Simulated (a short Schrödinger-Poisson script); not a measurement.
Stack: MOS inversion layer, SiO2 on p-type Si(100), at 300 K.

From the gate side: 3 nm SiO2; 780 nm Si, acceptors 3e17 cm⁻³.

Constants are typed, rounded textbook-type inputs, not results; the design itself was drawn at random and stands for no fabricated device. SiO2: permittivity 3.9, conduction-band edge (eV) 3.15, gap (eV) 9, electron mass (mₑ) 0.5. Si: permittivity 11.7, conduction-band edge (eV) 0, gap (eV) 1.124, Nv at 300 K (cm⁻³) 3.1e19.

Channel valleys (confinement mass, in-plane density-of-states mass, number): Δ2 0.916, 0.19, 2; Δ4 0.19, 0.417, 4. At the gate the conduction-band edge of layer 1 lies 3.39 eV − eVg above the Fermi level of the channel; the field vanishes at the back. Gaps are held at their typed values at every temperature. Mesh 0.03 nm at interfaces.

Solved with a short Schrödinger-Poisson script written for these runs: 1D Poisson equation in equilibrium, electrons quantum, Hartree (BenDaniel-Duke, 12 states a valley, the channel's in-plane mass for all, wave functions free to enter the dielectric), parabolic valleys, classical holes, full ionisation, no traps, pinning or gate leakage.

```
Vg (V)  electrons (cm⁻²)  C (μF/cm²)  Δ2 E0 (meV from the Fermi level)  Δ4 E0 (meV from the Fermi level)
------  ----------------  ----------  --------------------------------  --------------------------------
0.4              1.11e10       0.193                             171.3                             213.3
0.5              1.44e11       0.507                             104.0                             147.6
0.6              5.22e11       0.765                              69.1                             115.0
0.7              1.02e12       0.864                              50.1                              98.2
0.8              1.57e12       0.912                              37.2                              87.7
0.9              2.14e12       0.940                              27.5                              80.1
1                2.73e12       0.959                              19.4                              74.2
1.1              3.33e12       0.973                              12.6                              69.4
1.2              3.94e12       0.984                               6.6                              65.3
1.3              4.56e12       0.992                               1.1                              61.8
1.4              5.18e12       0.999                              -3.8                              58.6
1.5              5.81e12        1.01                              -8.5                              55.7
1.6              6.43e12        1.01                             -12.8                              53.1
1.7              7.07e12        1.01                             -16.9                              50.7
1.8              7.70e12        1.02                             -20.8                              48.4
1.9              8.34e12        1.02                             -24.5                              46.3
2                8.98e12        1.03                             -28.1                              44.3
```

Gate voltages with under 1e9 electrons/cm² are left out.

**Question.** At Vg = 2 V the lowest Δ2 subband lies at -28.1 meV from the Fermi level. How many electrons does it hold, and what share of all?

**Answer.** The two-dimensional density of states is g m/(πħ²) = 1.59e11 cm⁻² meV⁻¹ (both spins), kT = 25.9 meV, so n = D kT ln(1 + exp(−E/kT)) = 5.65e12 cm⁻², 0.63 of the 8.98e12 cm⁻² in all.

**Question.** Compare the slope of the sheet density between 1.8 and 2 V with the geometric capacitance of the layers between gate and channel.

**Answer.** q Δn/ΔV = 1.03 μF/cm²; ε0/Σ(t/ε) = 1.15 μF/cm². The ratio is 0.89: the channel acts as a further capacitance in series.
